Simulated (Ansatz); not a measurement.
Electronic density of states of amorphous Al₂₄Ba₄O₄₀, density 3.50 g/cm³, on a 2×2×2 Γ-centred mesh with a Gaussian width of 0.1 eV; energies count from the Fermi level, whose place inside the gap is arbitrary. Cell and mesh are small, so fine structure isn't converged. Calculation: PBE, scalar-relativistic without spin-orbit coupling (plane waves to 420 eV, PAW; Ansatz, a first-principles code). Sampling: a 2×2×2 Γ-centred mesh; Fermi-Dirac width 0.02 eV; no spin polarisation. At PBE the levels at the filled edge of the gap are localised (band-tail or defect states), and the nearest spread-out levels lie 3.9 eV apart at the zone centre.

A CHGNet melt-quench gave the starting glass, which DFT then relaxed. O atoms were pushed apart under 1.9 Å during the dynamics, to hinder bonds among them. The hot cell started wider than the set density and was brought back towards it in steps. It is the lowest in DFT energy of 2 quenches. It is a model cell: composition and starting density were chosen by hand, and all elements were melted together. No dispersion term was used. Its density started from a set value of 3.68 and ended at 3.50 g/cm³. Cooling (nominally 240 K/ps over its main leg) ran many orders faster than in experiment, which tends to leave more defects and strain. A cell of this size samples the disorder only roughly. Volume and shape were free in the relaxation.

```csv
E - EF (eV),states/(eV atom)
-12.00,0.12
-11.90,0.28
-11.80,0.35
-11.70,0.16
-11.60,0.02
-11.50,0.00
-11.40,0.00
-11.30,0.00
-11.20,0.00
-11.10,0.00
-11.00,0.00
-10.90,0.00
-10.80,0.00
-10.70,0.00
-10.60,0.00
-10.50,0.00
-10.40,0.00
-10.30,0.00
-10.20,0.00
-10.10,0.00
-10.00,0.00
-9.90,0.00
-9.80,0.00
-9.70,0.00
-9.60,0.00
-9.50,0.00
-9.40,0.00
-9.30,0.00
-9.20,0.00
-9.10,0.00
-9.00,0.00
-8.90,0.00
-8.80,0.00
-8.70,0.00
-8.60,0.00
-8.50,0.00
-8.40,0.03
-8.30,0.15
-8.20,0.30
-8.10,0.29
-8.00,0.17
-7.90,0.21
-7.80,0.28
-7.70,0.33
-7.60,0.40
-7.50,0.46
-7.40,0.46
-7.30,0.40
-7.20,0.33
-7.10,0.35
-7.00,0.35
-6.90,0.29
-6.80,0.31
-6.70,0.36
-6.60,0.38
-6.50,0.37
-6.40,0.38
-6.30,0.47
-6.20,0.52
-6.10,0.50
-6.00,0.49
-5.90,0.47
-5.80,0.48
-5.70,0.53
-5.60,0.54
-5.50,0.57
-5.40,0.57
-5.30,0.55
-5.20,0.57
-5.10,0.56
-5.00,0.58
-4.90,0.61
-4.80,0.66
-4.70,0.68
-4.60,0.63
-4.50,0.63
-4.40,0.66
-4.30,0.67
-4.20,0.69
-4.10,0.68
-4.00,0.71
-3.90,0.75
-3.80,0.74
-3.70,0.78
-3.60,0.85
-3.50,0.87
-3.40,0.82
-3.30,0.79
-3.20,0.84
-3.10,0.91
-3.00,0.94
-2.90,0.90
-2.80,0.74
-2.70,0.64
-2.60,0.60
-2.50,0.60
-2.40,0.58
-2.30,0.57
-2.20,0.54
-2.10,0.32
-2.00,0.26
-1.90,0.29
-1.80,0.19
-1.70,0.14
-1.60,0.03
-1.50,0.00
-1.40,0.00
-1.30,0.00
-1.20,0.00
-1.10,0.00
-1.00,0.00
-0.90,0.00
-0.80,0.00
-0.70,0.00
-0.60,0.00
-0.50,0.00
-0.40,0.00
-0.30,0.00
-0.20,0.00
-0.10,0.00
0.00,0.00
0.10,0.00
0.20,0.00
0.30,0.00
0.40,0.00
0.50,0.00
0.60,0.00
0.70,0.00
0.80,0.00
0.90,0.00
1.00,0.00
1.10,0.00
1.20,0.00
1.30,0.00
1.40,0.00
1.50,0.00
1.60,0.01
1.70,0.02
1.80,0.01
1.90,0.00
2.00,0.00
2.10,0.00
2.20,0.00
2.30,0.03
2.40,0.05
2.50,0.03
2.60,0.05
2.70,0.06
2.80,0.06
2.90,0.05
3.00,0.08
3.10,0.15
3.20,0.17
3.30,0.16
3.40,0.13
3.50,0.16
3.60,0.19
3.70,0.24
3.80,0.28
3.90,0.30
4.00,0.31
4.10,0.34
4.20,0.37
4.30,0.35
4.40,0.32
4.50,0.32
4.60,0.39
4.70,0.37
4.80,0.31
4.90,0.39
5.00,0.43
5.10,0.32
5.20,0.31
5.30,0.36
5.40,0.38
5.50,0.34
```

The level gap on this mesh is 3.43 eV; the broadening fills part of it in the curve.
